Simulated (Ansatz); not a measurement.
An Ansatz (an electronic-structure program) input (Ansatz, PBE, PAW, cutoff 420 eV, no spin-orbit coupling):

Ansatz 0.2 input:
```yaml
crystal:
  lattice:
    - [0, 3.4013467681, 3.4013467681]
    - [3.4013467681, 0, 3.4013467681]
    - [3.4013467681, 3.4013467681, 0]
  atoms:
    - { symbol: Te, position: [0.75, 0.75, 0.75] }
    - { symbol: Cd, position: [0, 0, 0] }
basis: { ecutwfc: 420, ecutrho_ratio: 4, xc_grid: 2, fft_grid_basis: typed }
kpoints: { mp_grid: { grid: [9, 9, 9] } }
hamiltonian:
  xc: pbe
  dispersion: none
  pseudopotentials: { kind: paw }
scf: { occupations: { method: fermi_dirac, width: 0.05 }, convergence: { dr2_threshold: 0.0000000002 } }
relax: { f_tol: 0.005, max_steps: 50 }
output: { forces: true, stress: true }
checkpoint: { write: state.ck, write_every: 1000 }
```

### Question
Which symmetry and how many k-points will the program report, and about how many plane waves at Γ?

### Answer
Space group F-43m (ITA 216) with 24 operations, k-points 35 of 729, and 1471 plane waves at Γ.

### Question
And the final pressure?

### Answer
-2.38 GPa (compression positive).

The cells carry an imposed strain or load. No phonon test of stability was made. The cell was made from CdTe in the zinc blende structure (space group F-43m, No. 216) by this change: isotropic strain +2.79 %.
